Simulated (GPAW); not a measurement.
Band structure of C (P6_3/mmc, 2 atoms in the cell).

```yaml
crystal:
  lattice:
    - [2.21719, 0.00000, 0.00000]
    - [-1.10860, 1.92014, 0.00000]
    - [0.00000, 0.00000, 3.59982]
  atoms:
    - { symbol: C, position: [0.33333, 0.66667, 0.25000] }
    - { symbol: C, position: [0.66667, 0.33333, 0.75000] }
```

Computed with PBE, GPAW PAW datasets PBE (gpaw-data 1.0.1) (plane waves; GPAW).

Settings: mode = pw; ecut = 950 eV; xc = PBE; kpts = 17 17 9; mesh shift (steps) = 0 0 0; occupations.name = methfessel-paxton; occupations.width = 0.05 eV; occupations.order = 0; nbands = -10; convergence.density = 1e-05 e/electron; symmetry.symmorphic = false; symmetry.tolerance = 0.0005; maxiter = 100; bandpath_npoints = 40.

The starting cell was generated: these elements placed on a structure prototype, without a prior relaxation; it need not be a known phase or ordering of this composition. Its lattice was rescaled by a random factor within 2.5 % of one.

Levels in eV from the Fermi level, bands 1 to 8:
| point | 1 | 2 | 3 | 4 | 5 | 6 | 7 | 8 |
|---|---|---|---|---|---|---|---|---|
| Γ | -18.01 | -9.06 | -8.01 | 5.99 | 5.99 | 7.63 | 7.63 | 7.83 |
| M | -10.19 | -9.15 | -2.24 | -2.14 | -1.60 | 2.13 | 2.26 | 6.10 |
| K | -7.67 | -7.67 | -5.60 | -0.01 | -0.01 | 0.31 | 0.84 | 0.84 |
| A | -15.59 | -15.59 | 1.68 | 1.68 | 6.80 | 6.80 | 6.80 | 6.80 |
| L | -8.01 | -8.01 | -6.84 | -6.84 | 3.91 | 3.91 | 4.44 | 4.44 |
| H | -5.92 | -5.92 | -5.09 | -5.09 | -3.35 | -3.35 | 5.49 | 5.49 |

Bands cross the Fermi level along this path, so the cell is metallic at this level.
